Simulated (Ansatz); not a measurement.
The reference is C in the graphite type structure (space group P6_3/mmc, No. 194; a = 2.4583 Å, c = 6.5635 Å; layered, stacked along the Cartesian z axis). Axes: x lies along a and z along c of the hexagonal cell.

Calculations: Ansatz (a first-principles code) PBEsol-D3(BJ), no SOC.

Strains are applied to the cell and any free atomic positions relax.

One change was made to it. Results:

```csv
quantity,base,after
shortest interatomic distance,1.419 Å,1.434 Å
energy relative to the base (free energy F),0 meV/atom,+33 meV/atom
"pressure (mean of the normal stresses, compression positive)",0.0 GPa,-13.8 GPa
largest internal atomic displacement,–,0.040 Å
```

**Question.** What was done to the base?
A) uniaxial strain ε_xx = +5.31 %
B) uniaxial strain ε_xx = −0.93 %
C) uniaxial strain ε_yy = +3.42 %

**Answer.** C, uniaxial strain ε_yy = +3.42 %. For comparison, the energy relative to the base in the other runs: uniaxial strain ε_xx = −0.93 % gives +2.6 meV/atom; uniaxial strain ε_xx = +5.31 % gives +76 meV/atom.

A case with no gap was solved on a k-mesh chosen for an insulator, which is coarse for it. Whether these cells are dynamically stable was not tested.
